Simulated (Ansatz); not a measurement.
The structure below was relaxed with Ansatz (a program for electronic structure) PBE-D3(BJ), no spin-orbit coupling.

Space group P-3m1 (No. 164); a = 3.669 Å, b = 3.669 Å, c = 5.807 Å, α = 90.00°, β = 90.00°, γ = 120.00°

```
atom  site  symmetry       x       y       z
----  ----  --------  ------  ------  ------
Sn      1a      -3m.  0.0000  0.0000  0.0000
S       2d       3m.  0.3333  0.6667  0.2546
```

Question: Write out a cell with all atoms.

Answer: 
```cif
data_S2Sn
_chemical_formula_sum 'Sn1 S2'
_space_group_name_H-M_alt 'P 1'
_space_group_IT_number 1
_cell_length_a 3.66941
_cell_length_b 3.66941
_cell_length_c 5.80651
_cell_angle_alpha 90.000
_cell_angle_beta 90.000
_cell_angle_gamma 120.000
loop_
_space_group_symop_operation_xyz
  'x, y, z'
loop_
_atom_site_label
_atom_site_type_symbol
_atom_site_fract_x
_atom_site_fract_y
_atom_site_fract_z
_atom_site_occupancy
Sn1 Sn 0.00000 0.00000 0.00000 1
S1 S 0.33333 0.66667 0.25459 1
S2 S 0.66667 0.33333 0.74541 1
```
This is the conventional cell.

No phonon test of stability was made. The cell was made from TiS2 by this change: Ti → Sn.
